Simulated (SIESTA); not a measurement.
Band structure of NbC (Fm-3m, 2 atoms in the cell).

```
NbC
1.0
    0.00000     2.23500     2.23500
    2.23500     0.00000     2.23500
    2.23500     2.23500     0.00000
Nb C
1 1
Direct
  0.00000   0.00000   0.00000
  0.50000   0.50000   0.50000
```

Method of the run: SIESTA with GGA PBE, numerical atomic orbitals DZP, PseudoDojo PBE standard norm-conserving potentials (rewritten from UPF to PSML).

Settings: XC.functional = GGA; XC.authors = PBE; potentials = PseudoDojo PBE standard; PAO.BasisSize = DZP; PAO.EnergyShift = 0.005 Ry; MeshCutoff = 300 Ry; kgrid.MonkhorstPack = 17 17 17; OccupationFunction = FD; ElectronicTemperature = 580.23 K; MaxSCFIterations = 150; SCF.Mixer.Method = Pulay; SCF.Mixer.Weight = 0.1; SCF.Mixer.History = 6; SCF.DM.Tolerance = 1.0E-04.

The starting cell has typed, rounded lattice constants, without a prior relaxation at this level. Spin polarisation is off. Values carry the incompleteness of an atom-centred basis.

Levels in eV from the Fermi level, bands 5 to 10:
```
point       5      6      7      8      9    10
-----  ------  -----  -----  -----  -----  ----
Γ      -13.47  -1.42  -1.42  -1.42   0.14  0.14
X      -12.20  -4.30  -3.93  -1.21  -1.21  1.83
W      -11.36  -4.71  -4.49  -4.49   1.55  1.55
K      -11.45  -5.25  -4.31  -3.58  -0.26  2.39
L       -9.78  -7.66  -5.24  -5.24   2.01  2.01
U      -11.45  -5.25  -4.31  -3.58  -0.26  2.39
```

Bands cross the Fermi level along this path, so the cell is metallic at this level.

Higher empty bands are left out: an atom-centred basis made for the valence describes them poorly.
